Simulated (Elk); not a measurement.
Input and output of a self-consistent single point for Sr (Fm-3m, 1 atom in the cell) (Elk).

Level of theory: PBE, all-electron FP-LAPW, Elk's shipped species files, default APW+lo basis (Elk).

```yaml
crystal:
  lattice:
    - [0.00000, 3.03088, 3.03088]
    - [3.03088, 0.00000, 3.03088]
    - [3.03088, 3.03088, 0.00000]
  atoms:
    - { symbol: Sr, position: [0.00000, 0.00000, 0.00000] }
```

Reference input (self-consistent single point, DFT, PBE, all-electron FP-LAPW, Elk's shipped species files, default APW+lo basis): xctype = 20; rgkmax = 7; stype = 3; swidth = 0.00367493 Ha; ngridk = 7 7 7. This run's input differs from it in these lines:

```diff
@@ -8,2 +8,5 @@
   7.0
+
+rmtscf
+  0.95
```

The program printed (abridged):

```
│ Self-consistent loop started │
│ Loop number : 1 │
 total energy                :     -3181.69297042
│ Loop number : 2 │
 total energy                :     -3181.67666557
RMS change in Kohn-Sham potential (target) :   0.1265817455     (  0.1000000000E-05)
Absolute change in total energy (target)   :   0.1630485630E-01 (  0.1000000000E-03)
│ Loop number : 3 │
 total energy                :     -3180.86298029
RMS change in Kohn-Sham potential (target) :   0.6802683240E-01 (  0.1000000000E-05)
Absolute change in total energy (target)   :   0.8177614891     (  0.1000000000E-03)
│ Loop number : 4 │
   [... lines left out ...]
Absolute change in total energy (target)   :   0.4365877503E-03 (  0.1000000000E-03)
│ Loop number : 12 │
 total energy                :     -3179.91531743
RMS change in Kohn-Sham potential (target) :   0.1861441175E-06 (  0.1000000000E-05)
Absolute change in total energy (target)   :   0.1075504847E-03 (  0.1000000000E-03)
│ Loop number : 13 │
 total energy                :     -3179.91531678
RMS change in Kohn-Sham potential (target) :   0.6781387199E-07 (  0.1000000000E-05)
Absolute change in total energy (target)   :   0.2753578656E-04 (  0.1000000000E-03)
Convergence targets achieved

│ Loop number : 14 │

Energies :
 Fermi                       :     0.125523621693
 total energy                :     -3179.91531700

Density of states at Fermi energy :    34.70690404
 (states/Hartree/unit cell)

Estimated indirect band gap :   0.9212732306E-02
 from k-point     13 to k-point     20
Estimated direct band gap   :   0.1084840018E-01
 at k-point     13

Charges :
 core                        :    28.00000000
 valence                     :    10.00000000
 interstitial                :    2.276747642
 muffin-tins (core leakage)
  species :    1 (Sr)
   atom    1                 :    35.72325236     (  0.6344427164E-04)
 total in muffin-tins        :    35.72325236
 total calculated charge     :    38.00336827
 total charge                :    38.00000000
 error                       :   0.3368271392E-02

│ Self-consistent loop stopped │
```

The run converged in 14 iterations. The count includes the last loop, which Elk runs after its targets are met. Against the reference run the free energy goes up by 23.6 meV/atom.

The starting cell has typed, rounded lattice constants, without a prior relaxation at this level. Its lattice was rescaled by up to half a per cent. Values depend on the basis (sphere radii, cutoffs, local orbitals), which need not be converged. The log's line on a gap gives a spacing of levels on this mesh, which the program prints for metals too.
